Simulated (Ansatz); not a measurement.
The reference is HgI$_{2}$ in the 2H-MoS2 type structure (space group P6_3/mmc, No. 194; a hypothetical phase, not in the database extracts checked).

```xyz
6
Lattice="4.1550 0.0000 0.0000 -2.0775 3.5983 0.0000 0.0000 0.0000 14.3911" Properties=species:S:1:pos:R:3 pbc="T T T"
Hg     0.0000     2.3989     3.5978
Hg     2.0775     1.1994    10.7933
I      0.0000     2.3989     8.8860
I      2.0775     1.1994     1.6904
I      2.0775     1.1994     5.5051
I      0.0000     2.3989    12.7007
```

Calculations: r2SCAN+rVV10 in Ansatz (plane waves to 500 eV, PAW, scalar-relativistic without spin-orbit coupling), earlier PAW set.

One change was made to it. Results:

```
quantity                             base       after
-----------------------------  ----------  ----------
band gap                          0.66 eV        zero
shortest interatomic distance  5.792 bohr  5.469 bohr
```

**Question.** Which of these changes matches the shifts?
(A) pressure 3 GPa
(B) pressure 15 GPa
(C) pressure −1 GPa
(D) pressure 7 GPa
(E) pressure 50 GPa

**Answer.** B, pressure 15 GPa. For comparison, the shortest interatomic distance in the other runs: pressure 50 GPa gives 5.381 bohr; pressure 3 GPa gives 5.692 bohr; pressure 7 GPa gives 5.598 bohr; pressure −1 GPa gives 5.837 bohr.

The mesh was chosen for an insulator and is coarse for the gapless case. From pressure 50 GPa on, the axis ratios lie over 15 % from the base's, so the cell there is far from its starting form. Spin-orbit coupling, missing from the scalar runs, can matter with Hg and I. Load acts through the strain it causes; cell and atoms are relaxed under it. No phonon test of stability was made. No other phases were tried under pressure. The final runs are not spin-polarised. A zero or small gap of HgI2 under pressure 15 GPa, HgI2 under pressure 3 GPa and HgI2 under pressure 7 GPa can be the functional's error rather than a property of the material.

Ansatz is a quantum-chemistry and plane-wave program.
